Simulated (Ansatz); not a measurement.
A self-consistent single point of CdO (Fm-3m, 2 atoms in the cell) with Ansatz (a first-principles code).

Method: PBE, PAW files (plane waves; Ansatz).

The change in words: lattice scaled by 0.985. Reference geometry:
```
CELL_PARAMETERS angstrom
      0.00000     2.37209     2.37209
      2.37209     0.00000     2.37209
      2.37209     2.37209     0.00000
ATOMIC_POSITIONS crystal
  Cd 0.00000 0.00000 0.00000
  O  0.50000 0.50000 0.50000
```

Reference input (self-consistent single point, DFT, PBE, plane waves, PAW files): kpoints.mp_grid.grid = 10 10 10; hamiltonian.xc = pbe; hamiltonian.pseudopotentials = {kind: paw} (the program's default PAW files); scf.occupations.method = gaussian; scf.occupations.width = 0.2 eV. This run's input differs from it in these lines:

```diff
@@ -2,5 +2,5 @@
   lattice:
-    - [0.00000000, 2.37209200, 2.37209200]
-    - [2.37209200, 0.00000000, 2.37209200]
-    - [2.37209200, 2.37209200, 0.00000000]
+    - [0.00000000, 2.33651100, 2.33651100]
+    - [2.33651100, 0.00000000, 2.33651100]
+    - [2.33651100, 2.33651100, 0.00000000]
   atoms:
```

The program printed (abridged):

```
SCF iter   1: F=—  HF=-8821.884622 eV  |F-HF|=—  |Δ(HF+E_count)|=         —  Δρ=8.91e-2  dr2=1.47e0  ethr=3.10e-3  ⟨swp⟩=4.1  Hψ=3327  notcnv=0
all-band conjugate gradients solve this SCF's bands
preconditioner: auto → none
SCF iter   2: F=—  HF=-8821.469675 eV  |F-HF|=—  |Δ(HF+E_count)|=   4.15e-1  Δρ=2.50e-2  dr2=4.85e-2  ethr=3.10e-3  ⟨swp⟩=2.0  Hψ=1739  notcnv=0
   [... lines left out ...]
SCF iter   6: F=—  HF=-8821.474622 eV  |F-HF|=—  |Δ(HF+E_count)|=   6.53e-5  Δρ=1.29e-4  dr2=1.31e-6  ethr=3.43e-7  ⟨swp⟩=2.1  Hψ=1359  notcnv=0
SCF iter   7: F=-8821.474623 eV  HF=-8821.474623 eV  |F-HF|=3.18e-9  |Δ(HF+E_count)|=   8.54e-7  Δρ=7.77e-6  dr2=6.01e-9  ethr=3.85e-10  ⟨swp⟩=5.0  Hψ=3424  notcnv=0
the last iteration of the SCF fills more bands at one k-point than at another …
SCF 1 converged in 7 iterations: F = -8821.474623 eV  dr2 = 6.01e-9
Free energy (F): -8821.474623 eV
Internal energy: -8821.473855 eV  (E = F + TS)
E sigma→0 (E₀):  -8821.474239 eV
Entropy (-TS):   -0.000768 eV (-0.384 meV/atom)
Fermi energy:    13.269283 eV
--- Forces (eV/Å), atoms counted from 1 ---
  atom   1  Cd    -0.00000000     0.00000000     0.00000000
  atom   2  O      0.00000000    -0.00000000    -0.00000000
--- Stress (GPa, compression-positive) ---
        8.809022      -0.000000       0.000000
       -0.000000       8.809022       0.000000
        0.000000      -0.000000       8.809022
  P = ⅓ Tr σ = 8.8090 GPa (88.090 kbar)
  The stress holds the Pulay correction. Without it, at fixed plane waves, as pw.x and ABINIT print it: P = 8.4724 GPa
```

The run converged in 7 iterations. Against the reference run the free energy rises by 19.4 meV/atom and the pressure goes from 1.99 to 8.81 GPa.

The starting cell comes from a database of computed structures (which also holds hypothetical and non-ambient phases and stackings), without a prior relaxation at this level. Its lattice was rescaled by a random factor within 2.5 % of one. For this run, on top of that: lattice scaled by 0.985. Ansatz's pressure includes its estimate of the finite-basis (Pulay) stress. The run gives no clean gap (levels at the Fermi energy touch, overlap or are partly filled at this smearing), which alone does not show that the compound is a metal.

Keys are those of Ansatz 0.2.
